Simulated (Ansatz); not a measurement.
MoSi (model structure, started from the NbAs type, I4₁md, No. 109, 4 atoms in the cell), treated with LDA in Ansatz (plane waves, PAW).

Run with plane-wave cutoff 520 eV, 24×24×24 k mesh, Fermi–Dirac smearing 0.05 eV, no spin polarisation, scalar-relativistic PAW data made under PBE.

Cell (relaxed at this level):

```cif
data_Mo2Si2
_chemical_formula_sum 'Mo2 Si2'
_space_group_name_H-M_alt 'P 1'
_space_group_IT_number 1
_cell_length_a 5.75490
_cell_length_b 5.75490
_cell_length_c 5.75490
_cell_angle_alpha 146.528
_cell_angle_beta 146.528
_cell_angle_gamma 48.063
loop_
_space_group_symop_operation_xyz
  'x, y, z'
loop_
_atom_site_label
_atom_site_type_symbol
_atom_site_fract_x
_atom_site_fract_y
_atom_site_fract_z
_atom_site_occupancy
Mo1 Mo 0.49445 0.49445 0.00000 1
Mo2 Mo 0.24445 0.74445 0.50000 1
Si1 Si 0.92155 0.92155 0.00000 1
Si2 Si 0.67155 0.17155 0.50000 1
```

Question: Predict the bulk modulus B0.

Answer: 
- bulk modulus B0: 215 GPa

Note: the run has no spin polarisation, so it can have missed a magnetic state; the bulk modulus is −V dP/dV from two relaxed cells at ±2 % in volume; the relaxation could raise the start's symmetry but not lower it, so the cell can be a saddle point.

The computed numbers hold no vibrational or temperature effects.

The result took roughly 13 core-minutes.

A model structure was made by putting elements into a prototype or built by hand; it is no filed structure, need not be a known phase, and can be a saddle point held by its symmetry.

Ansatz is a program for electronic structure.
